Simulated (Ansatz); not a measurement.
# A short convergence ladder for HfGeTe (P4/nmm, 6 atoms in the cell)

```yaml
crystal:
  lattice:
    - [3.74425, 0.00000, 0.00000]
    - [0.00000, 3.74425, 0.00000]
    - [0.00000, 0.00000, 10.17541]
  atoms:
    - { symbol: Hf, position: [0.00000, 0.50000, 0.79159] }
    - { symbol: Hf, position: [0.50000, 0.00000, 0.20841] }
    - { symbol: Ge, position: [0.00000, 0.00000, 0.00000] }
    - { symbol: Ge, position: [0.50000, 0.50000, 0.00000] }
    - { symbol: Te, position: [0.50000, 0.00000, 0.66020] }
    - { symbol: Te, position: [0.00000, 0.50000, 0.33980] }
```

Base method: LDA (PW92), default PAW files made with PBE (plane waves; Ansatz, a program for electronic structure).

Base settings: basis.ecutwfc = 420 eV; kpoints.mp_grid.grid = 8 8 3; hamiltonian.xc = lda; hamiltonian.pseudopotentials = {kind: paw} (the program's default PAW files); scf.occupations.method = gaussian; scf.occupations.width = 0.1 eV.

**Zone-centre phonons against the cutoff**

In this ladder: phonons.method = dfpt.

The mesh stays at the base's, so the ladder's end is converged at best in this setting alone.

Frequencies are those of the unrelaxed cell, without the LO-TO term of polar crystals.

Only quantities that move along the ladder and can be compared are tabulated.

```csv
basis.ecutwfc,highest zone-centre frequency (cm⁻¹),lowest optical frequency (cm⁻¹)
210 eV,246.8,52.2
295 eV,211.6,56.3
420 eV,207.8,55.8
630 eV,207.8,55.8
```

Coarsest basis.ecutwfc that holds the highest zone-centre frequency within 2 cm⁻¹ of the last step, with all finer ones: 420 eV; the step before is off by 3.8 cm⁻¹.

Coarsest basis.ecutwfc that holds the lowest optical frequency within 1 cm⁻¹ of the last step, with all finer ones: 295 eV; the step before is off by 3.6 cm⁻¹.

On the base run: the starting cell comes from a database of computed structures (which also holds hypothetical and non-ambient phases and stackings), without a prior relaxation at this level. Its lattice was rescaled by up to half a per cent. In the base run, with a pressure of about -5 GPa the cell is away from its equilibrium volume at this level.

Keys are those of Ansatz 0.2.
